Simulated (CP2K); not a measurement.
# CP2K run on LiNbSe₂ (P6_3/mmc, 8 atoms in the cell): self-consistent single point

Method of the run: PBEsol, GPW, DZVP-MOLOPT-SR-GTH basis, GTH-PBE potentials (GTH_POTENTIALS) (CP2K).

Input:

```
&GLOBAL
  PROJECT run
  RUN_TYPE ENERGY_FORCE
  PRINT_LEVEL LOW
&END GLOBAL
&FORCE_EVAL
  METHOD Quickstep
  STRESS_TENSOR ANALYTICAL
  &DFT
    BASIS_SET_FILE_NAME BASIS_MOLOPT
    POTENTIAL_FILE_NAME GTH_POTENTIALS
    &QS
      METHOD GPW
      EPS_DEFAULT 1E-10
    &END QS
    &MGRID
      CUTOFF 500
      REL_CUTOFF 50
      NGRIDS 5
    &END MGRID
    &SCF
      SCF_GUESS ATOMIC
      EPS_SCF 1E-7
      MAX_SCF 100
      ADDED_MOS 10
      &DIAGONALIZATION
        ALGORITHM STANDARD
      &END DIAGONALIZATION
      &MIXING
        METHOD BROYDEN_MIXING
        ALPHA 0.3
        NBUFFER 8
      &END MIXING
    &END SCF
    &KPOINTS
      SCHEME MONKHORST-PACK 6 6 2
      GAMMA_CENTERED T
    &END KPOINTS
    &XC
      &XC_FUNCTIONAL
        &PBE
          PARAMETRIZATION PBESOL
        &END PBE
      &END XC_FUNCTIONAL
    &END XC
    &PRINT
      &MO
        EIGENVALUES T
        OCCUPATION_NUMBERS T
        NDIGITS 8
        FILENAME mo
        &EACH
          QS_SCF 0
        &END EACH
        ADD_LAST NUMERIC
      &END MO
      &MULLIKEN OFF
      &END MULLIKEN
    &END PRINT
  &END DFT
  &SUBSYS
    &CELL
      ABC 3.53331000 3.53330981 13.54232000
      ALPHA_BETA_GAMMA 90.00000000 90.00000000 120.00000178
      PERIODIC XYZ
    &END CELL
    &COORD
      Li       0.00000000     0.00000000     0.00000000
      Li       0.00000000     0.00000000     6.77116000
      Nb       0.00000000     0.00000000     3.38558000
      Nb       0.00000000     0.00000000    10.15674000
      Se      -0.00000177     2.03995835     1.71919752
      Se       1.76665677     1.01997765    11.82312248
      Se       1.76665677     1.01997765     8.49035752
      Se      -0.00000177     2.03995835     5.05196248
    &END COORD
    &KIND Li
      BASIS_SET DZVP-MOLOPT-SR-GTH-q3
      POTENTIAL GTH-PBE-q3
    &END KIND
    &KIND Nb
      BASIS_SET DZVP-MOLOPT-SR-GTH-q13
      POTENTIAL GTH-PBE-q13
    &END KIND
    &KIND Se
      BASIS_SET DZVP-MOLOPT-SR-GTH-q6
      POTENTIAL GTH-PBE-q6
    &END KIND
  &END SUBSYS
  &PRINT
    &FORCES ON
    &END FORCES
    &STRESS_TENSOR ON
    &END STRESS_TENSOR
  &END PRINT
&END FORCE_EVAL
```

The program printed (abridged):

```
 GLOBAL| Method name                                                        CP2K
 GLOBAL| Project name                                                        run
 GLOBAL| Run type                                                   ENERGY_FORCE

 TOTAL NUMBERS AND MAXIMUM NUMBERS

  Total number of            - Atomic kinds:                                   3
                             - Atoms:                                          8
                             - Shell sets:                                     8
                             - Shells:                                        44
                             - Primitive Cartesian functions:                 40
                             - Cartesian basis functions:                    130
                             - Spherical basis functions:                    116

  Maximum angular momentum of- Orbital basis functions:                        3
                             - Local part of the GTH pseudopotential:          6
                             - Non-local part of the GTH pseudopotential:      4

 SCF PARAMETERS         Density guess:                                    ATOMIC
                        max_scf:                                             100
                        max_diis:                                              4
                        eps_scf:                                        1.00E-07
                        eps_diis:                                       1.00E-01
                        eps_eigval:                                     1.00E-05
                        level_shift [a.u.]:                             0.000000
                        added MOs                                        10    0
                        Mixing method:                            BROYDEN_MIXING
                                                charge density mixing in g-space
                        No outer SCF

 Extrapolation method: initial_guess

 Number of electrons:                                                         56
 Number of occupied orbitals:                                                 28
 Number of molecular orbitals:                                                38

 Number of orbital functions:                                                116
 Number of independent orbital functions:                                    116

 SCF WAVEFUNCTION OPTIMIZATION

  Step     Update method      Time    Convergence         Total energy    Change
     1 NoMix/Diag. 0.30E+00      -     0.86492673      -167.5743002660 -1.68E+02
     2 Broy./Diag. 0.30E+00      -     0.19458282      -169.9720178048 -2.40E+00
     3 Broy./Diag. 0.30E+00      -     0.02116404      -167.5634771673  2.41E+00
     4 Broy./Diag. 0.30E+00      -     0.01998032      -166.9808344448  5.83E-01
     5 Broy./Diag. 0.30E+00      -     0.00630049      -166.8396562557  1.41E-01
     6 Broy./Diag. 0.30E+00      -     0.00616670      -166.7727123637  6.69E-02
     7 Broy./Diag. 0.30E+00      -     0.00193268      -166.8471682571 -7.45E-02
   [... 2 lines left out ...]
    10 Broy./Diag. 0.30E+00      -     0.00004645      -166.8463531206  1.80E-03
    11 Broy./Diag. 0.30E+00      -     0.00000441      -166.8464328214 -7.97E-05
    12 Broy./Diag. 0.30E+00      -     0.00000214      -166.8463399648  9.29E-05
    13 Broy./Diag. 0.30E+00      -     0.00000034      -166.8463464655 -6.50E-06
    14 Broy./Diag. 0.30E+00      -     0.00000004      -166.8463485442 -2.08E-06

  *** SCF run converged in    14 steps ***

  Electronic density on regular grids:        -56.0000000014       -0.0000000014
  Core density on regular grids:               55.9999999928       -0.0000000072
  Total charge density on r-space grids:       -0.0000000087
  Total charge density g-space grids:          -0.0000000087

  Overlap energy of the core charge distribution:               0.00000000008012
  Self energy of the core charge distribution:               -299.62290677681005
  Core Hamiltonian energy:                                     65.13785870947429
  Hartree energy:                                              93.16267705847787
  Exchange-correlation energy:                                -25.52397753542598

  Total energy:                                              -166.84634854420378

 ENERGY| Total FORCE_EVAL ( QS ) energy [hartree]           -166.846348678558002

 FORCES| Atomic forces [hartree/bohr]
 FORCES|   Atom     x               y               z               |f|
 FORCES|      1  8.42055210E-13  5.38195198E-09  8.55755864E-09   1.01092640E-08
 FORCES|      2  8.93113224E-13  7.06264538E-09 -2.20141382E-08   2.31193261E-08
 FORCES|      3 -4.97169431E-07  2.46729822E-07  5.94495762E-10   5.55025586E-07
 FORCES|      4  4.97187266E-07 -2.34244124E-07 -1.41153446E-08   5.49786077E-07
 FORCES|      5  3.01540364E-07 -1.61233049E-07  3.94404349E-03   3.94404350E-03
 FORCES|      6 -3.01550224E-07  1.48363368E-07 -3.94403862E-03   3.94403863E-03
 FORCES|      7 -3.01549980E-07  1.23522823E-07  3.94405698E-03   3.94405699E-03
 FORCES|      8  3.01540174E-07 -1.35717025E-07 -3.94403662E-03   3.94403663E-03
 FORCES| Sum    -9.68023797E-14 -1.33588150E-10 -1.75032269E-09
 FORCES| Total atomic force                                       1.75541315E-09

 STRESS| Analytical stress tensor [bar]
 STRESS|                        x                   y                   z
 STRESS|      x       -2.27601063774E+04  -8.97607777995E-02  -9.54461355484E-08
 STRESS|      y       -8.97607777995E-02  -2.27602903540E+04   3.20674463650E-02
 STRESS|      z       -9.54461355484E-08   3.20674463650E-02  -1.59003245626E+04
 STRESS| 1/3 Trace                                            -2.04735737647E+04
```

The run converged in 14 iterations.

The starting cell comes from a database of computed structures (which also holds hypothetical and non-ambient phases and stackings), without a prior relaxation at this level. Values carry the incompleteness of an atom-centred basis. The potentials were made for another functional than the one used.

Cost on one core of a shared machine: roughly 50 s.
